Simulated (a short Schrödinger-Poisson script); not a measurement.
## Symmetric double-gate stack, SiO2 on p-type Si(100)

Stack: symmetric double-gate stack, SiO2 on p-type Si(100), at 300 K.

```csv
layer,material,thickness (nm),Na (cm⁻³)
1,SiO2,2.1,-
2,Si,4,1e16
3,SiO2,2.1,-
```

The device is made up for the run: typed textbook-type constants, with dimensions and the other settings drawn at random. SiO2: permittivity 3.9, conduction-band edge (eV) 3.15, gap (eV) 9, electron mass (mₑ) 0.5. Si: permittivity 11.7, conduction-band edge (eV) 0, gap (eV) 1.124, Nv at 300 K (cm⁻³) 3.1e19.

Channel valleys (confinement mass, in-plane density-of-states mass, number): Δ2 0.916, 0.19, 2; Δ4 0.19, 0.417, 4. At the gates, both at one voltage, the conduction-band edge of layer 1 lies 3.51 eV − eVg above the Fermi level of the channel. Gaps are held at their typed values at every temperature. Mesh 0.03 nm at interfaces.

Solved with a short Schrödinger-Poisson script written for these runs: 1D Poisson equation in equilibrium, electrons quantum, Hartree (BenDaniel-Duke, 12 states a valley, the channel's in-plane mass for all, wave functions free to enter the dielectric), parabolic valleys, classical holes, full ionisation, no traps, pinning or gate leakage.

```csv
Vg (V),electrons (cm⁻²),C (μF/cm²),Δ2 E0 (meV),Δ2 E1 (meV),Δ4 E0 (meV),Δ4 E1 (meV)
0,2.14e6,< 0.003,383.8,454.6,445.9,705.8
0.1,1.02e8,< 0.003,283.8,354.6,345.9,605.8
0.2,4.85e9,0.0303,184.1,254.9,246.1,506.0
0.3,1.62e11,0.743,93.1,163.6,155.1,414.6
0.4,1.05e12,1.93,43.8,112.6,105.4,362.8
0.5,2.40e12,2.33,20.9,87.1,81.8,336.1
0.6,3.91e12,2.49,6.7,70.3,67.1,318.0
0.7,5.50e12,2.58,-3.5,57.3,56.3,303.8
0.8,7.13e12,2.64,-11.5,46.7,47.8,292.0
0.9,8.79e12,2.68,-18.2,37.5,40.8,281.6
1,1.05e13,2.71,-23.8,29.4,34.8,272.4
1.1,1.22e13,2.74,-28.7,22.1,29.6,264.0
1.2,1.39e13,2.76,-33.1,15.4,25.0,256.3
1.3,1.56e13,2.78,-37.1,9.2,20.8,249.1
1.4,1.74e13,2.80,-40.8,3.5,17.1,242.4
1.5,1.91e13,2.81,-44.2,-2.0,13.6,236.0
1.6,2.09e13,2.82,-47.5,-7.1,10.4,230.0
1.7,2.26e13,2.83,-50.5,-12.1,7.4,224.3
1.8,2.44e13,2.84,-53.5,-16.8,4.6,218.8
```

Gate voltages with under 1e6 electrons/cm² are left out.

Subbands count from the Fermi level. The capacitance is that of both gates.
